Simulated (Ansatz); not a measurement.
Base system: ZrRuP (space group Pnma, No. 62; a = 6.400 Å, b = 3.852 Å, c = 7.281 Å; a cell from a computed database, its experimental status unchecked). Axes: x, y, z lie along a, b, c of the conventional cell.

Calculations: Ansatz (a first-principles code) PBEsol, spin-orbit coupling left out.

For the base:

| Item | Value |
|---|---|
| Pressure | 0.0 GPa |
| Shortest interatomic distance | 4.508 bohr |
| Band gap | zero |

Now apply this change: uniaxial strain ε_xx = +3.74 %, all other strain components held at zero, atoms relaxed at fixed cell.

Q: Predict the new pressure.

A: The pressure (mean of the normal stresses, compression positive) goes from zero to -7.4 GPa.

Q: Predict the new energy relative to the base.

A: The energy grows by 22 meV/atom.

Q: Estimate the effect on the shortest interatomic distance.

A: The shortest interatomic distance stays essentially unchanged (4.508 bohr against 4.511 bohr).

Q: What happens to the band gap?

A: The band gap remains zero.

Without a gap, meshes like the base's 6×10×5 leave anisotropic stresses uncertain by several tenths of a GPa, and small strain energies with them. Whether these cells are dynamically stable was not tested. The final runs are not spin-polarised.
